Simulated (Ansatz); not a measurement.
Ni₃Ge (Pm-3m, No. 221, 4 atoms in the cell; start mp-21008), treated with LDA (PAW; Ansatz, a first-principles code).

Settings: plane-wave cutoff 520 eV, 16×16×16 k mesh, Fermi–Dirac smearing 0.05 eV, no spin polarisation, scalar-relativistic PAW data made under PBE.

Cell (relaxed at this level):

```
CELL_PARAMETERS angstrom
      3.48895     0.00000     0.00000
      0.00000     3.48895     0.00000
      0.00000     0.00000     3.48895
ATOMIC_POSITIONS crystal
  Ni 0.50000 0.00000 0.50000
  Ni 0.00000 0.50000 0.50000
  Ni 0.50000 0.50000 0.00000
  Ge 0.00000 0.00000 0.00000
```

Problem. What does this level give for the bulk modulus?

Solution. 
bulk modulus: 238 GPa

The run finds no gap.

Note: the bulk modulus is −V dP/dV from two relaxed cells at ±2 % in volume; the relaxation could not lower the start's symmetry, so the cell can be a saddle point above a distorted one.

Computed values are for the static lattice.

A start named mp-… is a Materials Project structure, which need not be a measured phase.
